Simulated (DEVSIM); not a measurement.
Structure: Si p+/n-/n+ power diode, at 300 K.

| layer (left to right) | material | thickness (μm) | Nd (cm⁻³) | Na (cm⁻³) | τn (s) | τp (s) |
|---|---|---|---|---|---|---|
| 1 | Si | 1.90 | - | 3.4e18 | 8.2e-7 | 8.2e-7 |
| 2 | Si | 40.0 | 5.8e14 | - | 8.2e-7 | 8.2e-7 |
| 3 | Si | 8.00 | 2.4e18 | - | 8.2e-7 | 8.2e-7 |

Left contact: ohmic. Right contact: ohmic. Voltage is applied to the left contact. Recombination: SRH at mid-gap, radiative. Mobility is constant in doping.

Constants are typed, rounded textbook-type inputs, not results; the design itself was drawn at random and stands for no fabricated device. Values at 300 K.

```tsv
parameter	Si
gap (eV)	1.124
affinity (eV)	4.05
permittivity	11.7
Nc (cm⁻³)	2.86e19
Nv (cm⁻³)	3.1e19
μn (cm²/Vs)	1417
μp (cm²/Vs)	470
B (cm³/s)	4.7e-15
```

Model (solved in DEVSIM): 1D drift-diffusion, Boltzmann statistics, complete ionisation; no tunnelling, impact ionisation, image-force lowering or self-heating.

Q: Give the small-signal capacitance in reverse bias (quasi-static).

A: 
```json
[
 {"V (V)": "-4", "C (nF/cm²)": "3.22"},
 {"V (V)": "-10", "C (nF/cm²)": "2.12"},
 {"V (V)": "-20", "C (nF/cm²)": "1.53"},
 {"V (V)": "-30", "C (nF/cm²)": "1.25"},
 {"V (V)": "-40", "C (nF/cm²)": "1.09"},
 {"V (V)": "-60", "C (nF/cm²)": "0.892"},
 {"V (V)": "-80", "C (nF/cm²)": "0.772"},
 {"V (V)": "-100", "C (nF/cm²)": "0.687"},
 {"V (V)": "-130", "C (nF/cm²)": "0.606"},
 {"V (V)": "-160", "C (nF/cm²)": "0.548"},
 {"V (V)": "-200", "C (nF/cm²)": "0.493"}
]
```
